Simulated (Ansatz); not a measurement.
CsPbCl3: isotropic strain −1.80 %

Take CsPbCl3 in the cubic perovskite structure (space group Pm-3m, No. 221; a = 5.7356 Å) as the base.

It is then changed as follows: the cell is scaled by 0.9820 in all directions, atoms relaxed at fixed cell.

Level of theory: PBE in Ansatz (plane waves to 420 eV, PAW, no spin-orbit coupling). Γ-centred 6×6×6 mesh, Fermi–Dirac width 0.05 eV.

The volume per atom falls by 2.00 Å³, from 37.74 Å³ to 35.74 Å³ and the space group remains Pm-3m (No. 221). The shortest interatomic distance falls by 0.052 Å to 2.816 Å and the energy increases by 8.0 meV/atom. The pressure goes from zero to 1.35 GPa and the band gap falls by 0.215 eV, from 2.21 eV to 1.99 eV. The gap character is still direct at R and the mean gap deformation potential ΔEg/Δln V is +3.9 eV. The width of the top valence band increases by 0.39 eV, from 2.05 eV to 2.44 eV and the electron mass (degenerate bands, along [100]) changes from 0.12, 0.93, 0.93 mₑ (at R) to 0.11, 0.86, 0.86 mₑ (at R). The hole mass changes from 0.22 mₑ (at R) to 0.19 mₑ (at R) and the valley order (the lowest conduction-band minima on the path, energy above the VBM, named in the base's zone) changes from R along ⟨111⟩ 2.21 eV; Γ 3.67 eV to R along ⟨111⟩ 1.99 eV; Γ 3.41 eV.

Final structure:

```yaml
crystal:
  lattice:
    - [5.63237, 0.00000, 0.00000]
    - [0.00000, 5.63237, 0.00000]
    - [0.00000, 0.00000, 5.63237]
  atoms:
    - { symbol: Cs, position: [0.00000, 0.00000, 0.00000] }
    - { symbol: Pb, position: [0.50000, 0.50000, 0.50000] }
    - { symbol: Cl, position: [0.50000, 0.00000, 0.50000] }
    - { symbol: Cl, position: [0.00000, 0.50000, 0.50000] }
    - { symbol: Cl, position: [0.50000, 0.50000, 0.00000] }
```

Cost of the whole job for the changed cell (relaxation, final SCF and bands): around 30 core-seconds (rough).

Spin-orbit coupling, missing from the scalar runs, can matter with Pb. Effective masses come from finite differences of ±0.01 Å⁻¹. Whether these cells are dynamically stable was not tested. Many cubic perovskites are stable only at high temperature; tilts and polar distortions were not tested. This is not the structure that CsPbCl3 has at room temperature and ambient pressure.

Ansatz is a quantum-chemistry and plane-wave program.
